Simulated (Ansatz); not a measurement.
Defect migration in bcc W: Mo-vacancy pair (Mo on one host W site, one W site vacant), neutral cell. Calculation: PBE, PAW (plane waves to 420 eV; Ansatz, a first-principles code).

Settings: 36 host sites, the relaxed PBE lattice, a 2×2×3 k-point mesh shifted by half a step, smearing 0.10 eV, spin-restricted, no image-charge correction. Energies are static. Spin-orbit coupling is left out. Forms of the defect that were not tried may lie lower.

Barriers: single points on a 3×3×5 k-point mesh shifted by half a step at the bands' geometries (they differ from the bands' own by up to 0.11 eV, and are uncertain by about as much).

A. Mo and the vacancy change places (Mo-vacancy distance between ideal sites 2.76 Å throughout); the atom moves 2.70 Å along (0.49, 0.49, 0.48) of the unit cell; the moving atom starts with neighbours 2 W at 2.73, 4 W at 2.76, W at 2.77, W at 3.14, 2 W at 3.16, 2 W at 3.20, W at 3.23 Å and ends with 2 W at 2.73, 4 W at 2.76, W at 2.77, W at 3.14, 2 W at 3.16, 2 W at 3.20, W at 3.23 Å; saddle order not checked, on a symmetry element.
B. a nearby W atom hops onto the vacant site (Mo-vacancy distance between ideal sites 2.76 → 3.18 Å); the atom moves 2.70 Å along (0.49, 0.49, -0.49) of the unit cell; the moving atom starts with neighbours Mo at 3.14, Mo at 3.23; 2 W at 2.73, 4 W at 2.76, W at 2.77, 2 W at 3.15, 2 W at 3.20 Å and ends with Mo at 2.75; 2 W at 2.73, 3 W at 2.76, W at 2.77, W at 3.14, 2 W at 3.15, 2 W at 3.20, W at 3.23 Å; saddle order not checked, on a symmetry element.

A band can be held on a symmetry element, so unchecked saddle points there may be too high.

Task: Rank these by forward barrier (lowest first), as PBE, PAW gives it.

Result: A (1.46 eV), B (1.69 eV)
